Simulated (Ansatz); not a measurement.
Antifluorite K2S, treated with G0W0@HSE06 (Ansatz, a first-principles code, plane waves, hard PAW, contour deformation, complete-basis limit).

Numerical settings: largest k mesh 6×6×6 (not extrapolated in the mesh).

The cell has the measured lattice: a = 7.391 Å, b = 7.391 Å, c = 7.391 Å, α = 90.00°, β = 90.00°, γ = 90.00°.

**Question.** Give the computed band gap.

**Answer.** 
band gap: 4.61 eV (indirect)

Note: GW on a hybrid start was not checked against another program; cell and atoms aren't relaxed at this level; the gap holds a correction of +0.18 eV to the complete basis.

Computed values are for the static lattice.

Computing time: roughly 3 core-hours.
